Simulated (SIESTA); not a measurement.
Input and output of a self-consistent single point for NiO2 (P1, 3 atoms in the cell) (SIESTA).

Method: GGA PBEsol, numerical atomic orbitals TZP, PseudoDojo PBEsol standard norm-conserving potentials (rewritten from UPF to PSML) (SIESTA).

The change in words: atoms moved at random. Reference geometry:
```yaml
crystal:
  lattice:
    - [1.36768, 0.78963, 4.68419]
    - [-1.36768, 0.78963, 4.68419]
    - [0.00000, -1.57926, 4.68419]
  atoms:
    - { symbol: Ni, position: [0.00000, 0.00000, 0.00000] }
    - { symbol: O, position: [0.73204, 0.73204, 0.73204] }
    - { symbol: O, position: [0.26796, 0.26796, 0.26796] }
```

Reference input (self-consistent single point, DFT, GGA PBEsol, numerical atomic orbitals TZP, PseudoDojo PBEsol standard norm-conserving potentials (rewritten from UPF to PSML)): XC.functional = GGA; XC.authors = PBEsol; potentials = PseudoDojo PBEsol standard; PAO.BasisSize = TZP; PAO.EnergyShift = 0.01 Ry; MeshCutoff = 350 Ry; kgrid.MonkhorstPack = 14 14 14; OccupationFunction = FD; ElectronicTemperature = 10 K; MaxSCFIterations = 150; SCF.Mixer.Method = Broyden; SCF.Mixer.Weight = 0.25. This run's input differs from it in these lines:

```diff
@@ -18,5 +18,5 @@
 %block AtomicCoordinatesAndAtomicSpecies
-     0.000000000    0.000000000    0.000000000  1
-    -0.000000000   -0.000000000   10.287001185  2
-     0.000000000   -0.000000000    3.765568815  2
+    -0.050236364    0.006385754   -0.022306113  1
+    -0.041551577   -0.021203988   10.316342951  2
+     0.091789309    0.014819024    3.758537846  2
 %endblock AtomicCoordinatesAndAtomicSpecies
```

The program printed (abridged):

```
        iscf     Eharris(eV)        E_KS(eV)     FreeEng(eV)     dDmax    Ef(eV) dHmax(eV)
   scf:    1    -5354.296107    -5423.547349    -5423.547349  1.077226 -0.720170 38.545149
   scf:    2    -5410.221530    -5446.901849    -5446.901849  0.968529 -5.304480 16.685369
   scf:    3    -5451.805751    -5454.528817    -5454.528817  0.233780 -5.096045  4.463590
   scf:    4    -5455.165973    -5454.938273    -5454.938273  0.032835 -5.371776  2.223147
   scf:    5    -5454.380961    -5454.857240    -5454.857240  0.073289 -5.506504  2.629717
   [... 2 lines left out ...]
   scf:    8    -5455.028098    -5455.028046    -5455.028046  0.002099 -5.232646  0.015410
   scf:    9    -5455.028050    -5455.028053    -5455.028053  0.000260 -5.231818  0.004712
   scf:   10    -5455.028055    -5455.028055    -5455.028055  0.000106 -5.232015  0.001121
   scf:   11    -5455.028055    -5455.028055    -5455.028055  0.000049 -5.232065  0.000748
SCF Convergence by DM+H criterion
max |DM_out - DM_in|         :     0.0000487421
max |H_out - H_in|      (eV) :     0.0007483591
SCF cycle converged after 11 iterations

Using DM_out to compute the final energy and forces

siesta: E_KS(eV) =            -5455.0281

siesta: E_KS - E_eggbox =     -5455.0281

siesta: Atomic forces (eV/Ang):
     1    2.527416    0.137697    1.679585
     2    0.003313    0.399606    0.007883
     3   -2.529627   -0.536164   -1.693246
   Tot    0.001102    0.001139   -0.005778
   Max    2.529627
   Res    1.450713    sqrt( Sum f_i^2 / 3N )
   Max    2.529627    constrained

Stress tensor Voigt[x,y,z,yz,xz,xy] (kbar):     -140.66      -99.88      -56.86      -45.87     -120.64      -61.73
(Free)E + p*V (eV/cell)    -5453.1500
Target enthalpy (eV/cell)    -5455.0281

   [... lines left out ...]
siesta: FreeEng =     -5455.028055
   [... lines left out ...]
siesta:    -0.087794   -0.038526   -0.075298
siesta:    -0.038526   -0.062340   -0.028634
siesta:    -0.075296   -0.028633   -0.035489

siesta: Cell volume =         30.352603 Ang**3

siesta: Pressure (static):
siesta:                Solid            Molecule  Units
siesta:           0.00067390          0.00147146  Ry/Bohr**3
siesta:           0.06187445          0.13510317  eV/Ang**3
siesta:          99.13379143        216.45913811  kBar
```

The run converged in 11 iterations. Against the reference run the free energy goes up by 59.3 meV/atom, the pressure goes from 10.08 to 9.91 GPa, the largest force goes from 0.941 to 3.091 eV/Å and the gap on the mesh goes from 0.977 to 0.849 eV.

The starting cell comes from a database of computed structures (which also holds hypothetical and non-ambient phases and stackings), without a prior relaxation at this level. Its lattice was rescaled by a random factor within 2.5 % of one. For this run, on top of that: atoms moved at random. Values carry the incompleteness of an atom-centred basis. With a pressure of about 10 GPa the cell is away from its equilibrium volume at this level. Forces in this geometry exceed 1 eV/Å.

Cost on one core of a shared machine: roughly 3 min.
